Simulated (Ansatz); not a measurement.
**Cost against accuracy: basis.ecutwfc for KRb2LuCl6 (Fm-3m, 10 atoms in the cell)**

Cell: a = 7.8837 Å, b = 7.8837 Å, c = 7.8837 Å, α = 60.00°, β = 60.00°, γ = 60.00°.

Computed with PBEsol, default PAW files made with PBE (plane waves; Ansatz, a first-principles code).

Base settings: basis.ecutwfc = 30.9 Ry; kpoints.mp_grid.grid = 3 3 3; hamiltonian.xc = pbesol; hamiltonian.pseudopotentials = {kind: paw} (the program's default PAW files); scf.occupations.method = gaussian; scf.occupations.width = 0.0007 Ry.

Misses are taken against the tightest run, 61.7 Ry, which need not be fully converged itself. The energy is the free energy per atom.

The count of work is k-points × plane waves × bands × iterations; it is no time, and leaves out set-up, grids and terms that scale otherwise. 

Ansatz's pressure holds its estimate of the finite-basis (Pulay) stress, which hides part of the cutoff error; the uncorrected pressure shows it.

The starting cell comes from a database of computed structures (which also holds hypothetical and non-ambient phases and stackings), without a prior relaxation at this level. Spin-orbit coupling is off. Ansatz's pressure includes its estimate of the finite-basis (Pulay) stress.

```csv
basis.ecutwfc,energy less reference (meV/atom),largest difference in the force on any atom (eV/Å),gap on the mesh less reference (eV),uncorrected pressure less reference (GPa),count of work / reference
12.5 Ry,3074.65,0.250,-0.061,-52.21,0.12
15.4 Ry,802.10,0.037,-0.021,-19.59,0.14
18.4 Ry,138.43,0.033,-0.003,-4.92,0.19
21.7 Ry,15.68,0.025,0.000,-0.62,0.21
24.6 Ry,2.83,0.006,0.001,-0.10,0.26
27.9 Ry,0.70,0.001,0.000,-0.02,0.30
30.9 Ry,0.32,0.001,0.000,0.00,0.36
35.6 Ry,0.14,0.000,0.000,0.00,0.44
40.1 Ry,0.06,0.000,0.000,0.00,0.51
46.3 Ry,0.02,0.000,0.000,0.00,0.65
54 Ry,0.01,0.000,0.000,0.00,0.81
61.7 Ry,0.00,0.000,0.000,0.00,1.0
```

Coarsest setting among those run that, with all tighter ones, holds the energy within 5 meV/atom of the reference: 24.6 Ry, off by 2.8 meV/atom; it needs 0.26 of the reference's count of work.

Coarsest setting among those run that, with all tighter ones, holds the energy within 2 meV/atom of the reference: 27.9 Ry, off by 0.70 meV/atom; it needs 0.30 of the reference's count of work.

The step from 21.7 Ry to 54 Ry: it takes the miss in the energy from 16 to 0.01 meV/atom, for 3.9 times the count of work.

Keys are those of Ansatz 0.2.
